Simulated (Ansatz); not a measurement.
```
WB
1.0
    1.57539    -4.22342     0.00000
    1.57539     4.22342     0.00000
    0.00000     0.00000     3.08455
B W
2 2
Direct
  0.56135   0.43865   0.25000
  0.43865   0.56135   0.75000
  0.85516   0.14484   0.25000
  0.14484   0.85516   0.75000
```

WB (Cmcm), PBEsol, DFPT electron-phonon coupling, linearised Boltzmann equation (plane waves, PAW, scalar-relativistic; Ansatz, an electronic-structure program): the phonon-limited resistivity at 300 K is 16.1 μΩ·cm (x, a), 12.2 μΩ·cm (y, b), 11.8 μΩ·cm (z, c). Third figures are kept for the arithmetic.

Task: Bound the resistivity of a random, dense polycrystal without boundary scattering, and give the anisotropy.

Result: Largest over smallest: 1.36. Upper bound, grains in series: (16.1 + 12.2 + 11.8)/3 = 13.4 μΩ·cm. Lower bound, grains side by side: 3/Σ(1/ρ) = 13.1 μΩ·cm. The best single-crystal direction lies 10 % under the lower bound.

A metal at this level (no band gap). Only scattering by harmonic phonons is included (no impurities, grain boundaries, electron-electron scattering or thermal expansion). Spin-orbit coupling is left out, which matters with elements this heavy. Halving the electron mesh (28x28x28) moves the resistivity by up to 1 % at 300 K, the mean free path by up to 1 %. Smearing 0.20 eV; phonons on a 5x5x5 q mesh, which this run doesn't test.

Computed structure with no diffraction record at hand here (it may be known, metastable or hypothetical): WB (Cmcm).
